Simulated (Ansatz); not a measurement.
Level of theory: PBE (plane waves to 420 eV, PAW; Ansatz, a quantum-chemistry and plane-wave program).

Electrostatic potential energy of an electron, averaged over planes parallel to the surface, in eV from the Fermi level, for a constructed model of the (000-1) surface of 4H silicon carbide, C-terminated, (√3x√3)R30° Au adatom at H3 (bottom of the slab: 3 H on 3 bottom sites):

(z (Å), V (eV)): (3.72, 5.66); (4.01, 5.66); (4.30, 5.66); (4.58, 5.66); (4.87, 5.66); (5.16, 5.66); (5.44, 5.66); (5.73, 5.66); (6.02, 5.65); (6.30, 5.65); (6.59, 5.63); (6.88, 5.59); (7.16, 5.49); (7.45, 5.24); (7.73, 4.65); (8.02, 2.79); (8.31, 1.71); (8.59, 2.25); (8.88, 0.12); (9.17, -5.14); (9.45, -10.66); (9.74, -13.79); (10.03, -15.28); (10.31, -13.16); (10.60, -7.08); (10.89, -1.02); (11.17, 0.96); (11.46, -1.10); (11.74, -6.48); (12.03, -11.56); (12.32, -14.32); (12.60, -15.37); (12.89, -12.34); (13.18, -5.91); (13.46, -0.31); (13.75, 0.80); (14.04, -1.84); (14.32, -7.47); (14.61, -12.21); (14.90, -14.77); (15.18, -15.34); (15.47, -11.48); (15.76, -4.83); (16.04, 0.32); (16.33, 0.88); (16.61, -2.10); (16.90, -7.94); (17.19, -13.08); (17.47, -16.72); (17.76, -16.31); (18.05, -10.04); (18.33, -2.68); (18.62, 0.98); (18.91, 0.66); (19.19, -0.56); (19.48, -1.16); (19.77, -0.84); (20.05, 0.58); (20.34, 2.71); (20.62, 4.01); (20.91, 4.49); (21.20, 4.70); (21.48, 4.79); (21.77, 4.83); (22.06, 4.85); (22.34, 4.86); (22.63, 4.86); (22.92, 4.87); (23.20, 4.87); (23.49, 4.87); (23.78, 4.87)

Set-up: 28 atoms, 11.0 Å thick at the start with caps and adatoms (thin: gaps and levels are the slab's own); mesh 6x6x1; 0.025 eV smearing; dipole correction on; 6 atoms held, the rest relaxed; held to the start's symmetry, so lower structures may exist; no spin (no spin-polarised run to compare, though such a face may carry moments), no spin-orbit, no U. The slab shows no gap on its mesh. In PBE it is, or lies within 0.01 eV a 1x1 cell of, the lowest of the 2 structures of its composition computed so far; subsurface sites and larger cells were not tried.

Q: The surface cell has an area of 24.87 Å². What dipole along the normal does the step between the two vacuum levels imply?

A: the top vacuum level lies 0.79 eV below the bottom one; p = −ε₀ A ΔV (ε₀ = 0.005526 e/(V·Å)) gives 0.11 e·Å a cell.
